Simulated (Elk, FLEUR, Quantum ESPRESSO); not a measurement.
# Code comparison for ErPd (Pm-3m, 2 atoms in the cell)

Self-consistent single point, at a second geometry (lattice scaled by 0.98). First geometry:

```yaml
crystal:
  lattice:
    - [3.52730, 0.00000, 0.00000]
    - [0.00000, 3.52730, 0.00000]
    - [0.00000, 0.00000, 3.52730]
  atoms:
    - { symbol: Er, position: [0.00000, 0.00000, 0.00000], spin: 3.0 }
    - { symbol: Pd, position: [0.50000, 0.50000, 0.50000] }
```
(The spins are starting values, not results.)

Shared settings, as Quantum ESPRESSO writes them: occupations = smearing; smearing = gaussian; degauss = 0.0073499 Ry; nspin = 2; K_POINTS = automatic 8 8 8 0 0 0. Potentials and cutoffs stand in the table.

```tsv
code	model	size of the net moment (μB/atom)	cutoff
Quantum ESPRESSO	PBEsol, SSSP 1.1.2 efficiency (PBE) pseudopotentials	1.22	60 Ry
FLEUR	PBEsol, all-electron FLAPW (FLEUR), scalar-relativistic valence	1.21	Kmax 4 1/bohr
Elk	PBEsol, all-electron FP-LAPW, Elk's shipped species files, default APW+lo basis	1.22	rgkmax 7
```

On Quantum ESPRESSO's run: spin-orbit coupling is off. With one magnetic atom in the cell only a parallel order is possible. With U or open f shells several self-consistent states can exist. The f electrons are in the valence without U or exact exchange, which can misplace them near the Fermi level. Spin-orbit terms, which matter for f shells, are left out.

The spread over the programs that give each value: size of the net moment within 0.01 μB/atom.

FLEUR and Elk treat all electrons, but the usual bases taken here (sphere radii, linearisation, local orbitals, empty states) were not tested for convergence, so the values are no reference for the others.

The starting cell comes from a database of computed structures (which also holds hypothetical and non-ambient phases and stackings), without a prior relaxation at this level. Its lattice was rescaled by a random factor within 2.5 % of one. For this run, on top of that: lattice scaled by 0.98.

Left out of this page: Ansatz (with a known weakness of the program).
